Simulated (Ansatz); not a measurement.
SnO in the litharge type structure (space group P4/nmm, No. 129; layered, stacked along the Cartesian z axis)

SnO is modelled in the tetragonal space group P4/nmm, origin choice 1 (No. 129), Pearson symbol tP4. Conventional cell: a = b = 3.793 Å, c = 4.764 Å, α = β = γ = 90.00°. Sn on 2c is surrounded by 4 O at 2.216 Å. O on 2a is coordinated by 4 Sn at 2.216 Å (tetrahedral). (Neighbours: up to the widest gap in distance over summed covalent radii, below 1.35, at either atom; cation-cation and far metal-metal contacts left out.)

Calculations: r2SCAN+rVV10 in Ansatz (plane waves to 500 eV, PAW, spin-orbit coupling left out). Γ-centred 9×9×7 mesh, Fermi–Dirac width 0.05 eV.

```yaml
volume_per_atom: 17.14 Å³
density: 6.53 g/cm³
band_gap: zero
total_energy: -3302.585 eV/atom (σ→0; compares only within this code and set-up)
```

Whether these cells are dynamically stable was not tested. The final runs are not spin-polarised. A zero or small gap of SnO can be the functional's error rather than a property of the material.

Ansatz is a quantum-chemistry and plane-wave program.
